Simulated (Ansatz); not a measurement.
Start from CdSe in the zinc blende structure (space group F-43m, No. 216; a = 6.0816 Å).

The values are results of PBEsol, PAW, 420 eV (Ansatz, a first-principles code; spin-orbit coupling left out), not measurements.

For the base:

The electron mass comes out as 0.049 mₑ (at Γ) and the shortest interatomic distance comes out as 4.976 bohr.

The change: hydrostatic tension (pressure −1 GPa).

Task: Predict the new mean gap deformation potential ΔEg/Δln V, electron mass and shortest interatomic distance.

Result: The mean gap deformation potential ΔEg/Δln V amounts to -1.9 eV; the electron mass changes from 0.049 mₑ (at Γ) to 0.046 mₑ (at Γ); the shortest interatomic distance rises by 0.034 bohr, from 4.976 bohr to 5.010 bohr.

Load acts through the strain it causes; cell and atoms are relaxed under it. Effective masses come from finite differences of ±0.01 Å⁻¹. Stability against distortions was not tested.
